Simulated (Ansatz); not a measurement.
System: Ti₂Ag (I4/mmm, No. 139; cell taken from a computed entry). Method: r²SCAN (PAW; Ansatz, an electronic-structure program).

Run with plane-wave cutoff 560 eV, 26×26×26 k mesh, Fermi–Dirac smearing 0.05 eV, no spin polarisation, scalar-relativistic PAW data made under PBE.

Computed at the level's own relaxed cell.

Predict the lattice parameter a, c axis length and bulk modulus B0.


* **lattice parameter a**: 2.936 Å
* **c axis length**: 11.890 Å
* **bulk modulus B0**: 121 GPa

The run finds no gap.

Note: the relaxation could not lower the start's symmetry, so the cell can be a saddle point above a distorted one; the bulk modulus is −V dP/dV from two relaxed cells at ±2 % in volume.
